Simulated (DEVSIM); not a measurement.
Device: Al0.25Ga0.75As/GaAs p-n heterojunction, at 300 K.

```tsv
layer (left to right)	material	thickness (μm)	Nd (cm⁻³)	Na (cm⁻³)	τn (s)	τp (s)
1	Al0.25Ga0.75As	0.510	-	5.2e17	1.2e-9	1.2e-9
2	GaAs	3.40	2e16	-	1.2e-9	1.2e-9
```

Left contact: ohmic. Right contact: ohmic. Voltage is applied to the left contact. Recombination: SRH at mid-gap, radiative. Mobility is constant in doping. Where it depends on doping, it is μmin + (μ − μmin)/(1 + (N/Nref)^α).

This is a model device: material constants are rounded textbook-type values typed into the input, and sizes, dopings and lifetimes were drawn at random. Values at 300 K; Nc and Nv go as T^1.5, mobilities as T to minus their exponent, the gap by Varshni's rule with the affinity fixed. The table also holds parameters that only a changed run uses.

```
parameter         Al0.25Ga0.75As      GaAs
----------------  --------------  --------
gap (eV)                  1.7357     1.424
affinity (eV)             3.8725      4.07
permittivity               12.19      12.9
Nc (cm⁻³)                 6.5e17    4.7e17
Nv (cm⁻³)                   9e18      9e18
μn (cm²/Vs)                 4375      8500
μp (cm²/Vs)                  221       400
μn,min                       500       500
μp,min                        20        20
Nref,n                      6e16      6e16
Nref,p                    1.5e17    1.5e17
αn                          0.39      0.39
αp                          0.38      0.38
T exponent of μn             2.1       2.1
T exponent of μp             2.2       2.2
B (cm³/s)                  2e-10     2e-10
Cn (cm⁶/s)                 1e-30     1e-30
Cp (cm⁶/s)                 1e-30     1e-30
Varshni α (eV/K)        0.000541  0.000541
Varshni β (K)                204       204
```

DEVSIM, 1D drift-diffusion, Boltzmann statistics, complete ionisation; no tunnelling, impact ionisation, image-force lowering or self-heating. Band offsets follow the typed affinities; no thermionic-emission limit at abrupt steps, no polarisation charge.

Base results: dark forward voltage at 100 A/cm² (V) 1.164; potential step across the device at zero bias (V) 1.383; dark forward voltage at 1 A/cm² (V) 1.027.

Question: What follows from this one change: minority lifetime in layer 2 1.2e-09 → 1.2e-08 s?

Answer: dark forward voltage at 100 A/cm² 1.164 → 1.188 V; potential step across the device at zero bias little changed (1.383 V); dark forward voltage at 1 A/cm² 1.027 → 1.055 V.

Question: What follows from this one change: temperature 300 → 350 K?

Answer: dark forward voltage at 100 A/cm² 1.164 → 1.087 V; potential step across the device at zero bias 1.383 → 1.320 V; dark forward voltage at 1 A/cm² 1.027 → 0.925 V.

Question: What follows from this one change: doping-dependent mobility in place of the constant one?

Answer: dark forward voltage at 100 A/cm² 1.164 → 1.172 V; potential step across the device at zero bias little changed (1.383 V); dark forward voltage at 1 A/cm² little changed (1.030 V).
